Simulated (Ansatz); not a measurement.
**What pressure 50 GPa does to Re**

Base system: Re in the hcp (Mg type) structure (space group P6_3/mmc, No. 194; a = 2.7577 Å, c = 4.4625 Å).

Modification: a hydrostatic pressure of 50 GPa.

Level of theory: r2SCAN in Ansatz (plane waves to 500 eV, PAW, spin-orbit coupling left out), earlier PAW set. k-mesh 19×19×11 (Γ-centred); smearing 0.05 eV (Fermi–Dirac).

- Volume per atom = 13.25 Å³ (base 14.70 Å³)
- Density = 23.33 g/cm³ (base 21.04 g/cm³)
- Lattice parameter a = 2.665 Å (base 2.758 Å)
- Shortest interatomic distance = 2.648 Å (base 2.741 Å)
- Enthalpy H = E + PV relative to the base's energy = +4.34 eV/atom
- Band gap = zero (base zero)

Final structure:

```
CELL_PARAMETERS angstrom
      2.66529     0.00000     0.00000
     -1.33264     2.30821     0.00000
      0.00000     0.00000     4.30902
ATOMIC_POSITIONS crystal
  Re 0.33333 0.66667 0.75000
  Re 0.66667 0.33333 0.25000
```

Cost of the whole job for the changed cell (relaxation, final SCF and bands): very roughly 2.2 core-minutes.

Load acts through the strain it causes; cell and atoms are relaxed under it. Whether these cells are dynamically stable was not tested. Competing high-pressure phases were not computed. All final runs are without spin polarisation.

Ansatz is a program for electronic structure.
